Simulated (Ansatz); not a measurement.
The cell is made up: elements placed on another compound's structure type, so the phase may be hypothetical.

The decay constant κ of evanescent states in the gap governs leakage through a thin film.

Input:

```
CELL_PARAMETERS angstrom
      4.39661     0.00000     0.00000
      0.00000     4.39661     0.00000
      2.19830    -2.19830     4.36824
ATOMIC_POSITIONS crystal
  Cd 0.50000 0.50000 0.00000
  Cd 0.75000 0.75000 0.50000
  Si 0.25000 0.25000 0.50000
  Si 0.00000 0.00000 0.00000
  N  0.45419 0.04581 0.09163
  N  0.20419 0.79581 0.59163
  N  0.79581 0.20419 0.40837
  N  0.04581 0.45419 0.90837
```

Space group of this cell: I4_1/amd. The cell was relaxed by PBE-D3(BJ).

Transport runs along the normal of the first two printed cell vectors.

No gap correction and no spin-orbit coupling; mid-gap values are interpolated between computed energies.

Question: Predict the band gap and the smallest decay constant κ at mid-gap from r2SCAN in Ansatz (a program for electronic structure).

Answer: Gap 1.28 eV on a 8×8×8 mesh; κ = 0.185 1/Å, at the zone centre.
